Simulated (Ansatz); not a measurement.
## CuI: energy against volume

CuI (zinc blende, F-43m, 28.085 Å³/atom and stress up to 0.01 GPa in the relaxed cell, cube axes along x, y and z) under an equal strain ε along all three axes. PBE in Ansatz, a plane-wave DFT program (PAW, default set), 420 eV, 9×9×9 Γ-centred mesh, Fermi-Dirac smearing 0.05 eV; ions are relaxed, or left where forces stay under 0.02 eV/Å, within the symmetry of each cell.

Here V stands for volume and E for E less E0.

| volume (Å³/atom) | E less E0 (meV/atom) | pressure (GPa) |
|---|---|---|
| 25.6328 | ? | ? |
| 26.4338 | 13.30 | 2.76 |
| 26.8404 | 7.30 | 1.98 |
| 27.2512 | 3.17 | 1.26 |
| 27.6662 | 0.76 | 0.60 |
| 28.0854 | 0.00 | -0.01 |
| 28.5088 | 0.77 | -0.57 |
| 28.9364 | 2.98 | -1.08 |
| 29.3683 | 6.54 | -1.55 |
| 29.8045 | 11.37 | -1.99 |

Task: Using the third-order Birch-Murnaghan form, a cubic in V^(-2/3), estimate the missing E at V = 25.6328 from the other rows, showing the fit.

Result: With u = V^(-2/3) - 0.1083, the rows have u = 0.0043921, 0.0032511, 0.0021272, 0.0010202, -0.0000703, -0.0011446, -0.0022029, -0.0032456, -0.0042732. Least squares gives E = 0.001 + 74.6·u + 655967·u² + 3728051·u³. Residuals (row less fit): 0.002, -0.005, 0.006, -0.004, 0.001, 0.001, 0.000, -0.001, 0.001; standard error 0.004 (degrees of freedom: 5). Its minimum lies at u = -0.0000569, so V0 = (0.1082431)^(-3/2) = 28.08. There d²E/du² = 1311000 and d³E/du³ = 2.237e7, so B0 = (4/9) × 28.08^(-7/3) × 1311000 × 0.160218 = 38.9 GPa (the last factor turns the table's units into GPa), and B0' = 4 + (2/3) × 0.1082431 × (2.237e7)/1311000 = 5.2. B0' rests on the cubic coefficient alone and has a standard error of 0.1 from these residuals. At the withheld row, u = 0.0067278, so E = 0.001 + 74.6 × 0.0067278 + 655967 × 0.0067278² + 3728051 × 0.0067278³ = 31.329 meV/atom. The calculation gives 31.34 meV/atom, 0.011 meV/atom above the prediction (0.0 % of the range of E in the table). The row lies outside the fitted rows, so this is an extrapolation. The scatter of the fitted rows lies at the last printed digit.

Spin-orbit coupling is left out, which can shift these values for the heavy elements here. Other structures, which can take over under pressure, weren't tried. The same form fitted to the pressure column gives B0' = 5.2; series where the two differ by over 0.4 aren't shown. Rows are the converged runs of the series near zero and its far end, less any whose ions stayed unrelaxed beside relaxed ones; series whose fitted rows scatter by over a few per cent of the range, as at a crossing or softening among them, aren't shown in this form.
